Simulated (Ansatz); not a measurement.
Base system: GaN in the zinc blende structure (space group F-43m, No. 216; a = 4.498 Å).

Now apply this change: cell and atoms relaxed at a pressure of 0.3 GPa.

Levels (all Ansatz, an electronic-structure program, PAW, earlier PAW set): r2SCAN (500 eV, no spin-orbit coupling); HSE06+SOC (420 eV, spin-orbit coupling included).

The geometry is relaxed with r2SCAN.

```
Item                                       Result
----------------------------  -------------------
r2SCAN valence-band top at Γ  0.00, 0.00, 0.00 eV
r2SCAN band gap                           2.18 eV
```

How does going to HSE06+SOC change the valence-band top at Γ and band gap?

The valence-band top at Γ (three highest Kramers pairs, from the VBM) goes from 0.00, 0.00, 0.00 eV to 0.00, 0.00, -0.02 eV; the band gap goes up by 0.825 eV to 3.00 eV. The threefold valence maximum splits by Δso ≈ 21 meV.

Single points use the geometry relaxed with r2SCAN. Their cutoffs differ, which shifts pressures a little. The spin-orbit shifts are approximate. Load acts through the strain it causes; cell and atoms are relaxed under it. Whether these cells are dynamically stable was not tested. This is not the structure that GaN has at room temperature and ambient pressure.
